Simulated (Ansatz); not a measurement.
Base system: Hf in the hcp (Mg type) structure (space group P6_3/mmc, No. 194; a = 3.198 Å, c = 5.049 Å; relaxed with 0.1 eV smearing).

Method: r2SCAN, PAW, 500 eV (Ansatz, a first-principles code; no spin-orbit coupling).

Strains are applied to the cell and any free atomic positions relax.

One change was made to it. Results:

The energy goes up by 1.7 meV/atom; the band gap remains zero; the pressure (mean of the normal stresses, compression positive) goes from zero to -1.6 GPa.

Q: Which of these changes matches the shifts?
A) isotropic strain +1.00 %
B) isotropic strain +0.50 %
C) isotropic strain +2.00 %

A: B, isotropic strain +0.50 %. For comparison, the energy relative to the base in the other runs: isotropic strain +1.00 % gives +6.8 meV/atom; isotropic strain +2.00 % gives +26 meV/atom.

Whether these cells are dynamically stable was not tested. The final runs are not spin-polarised.
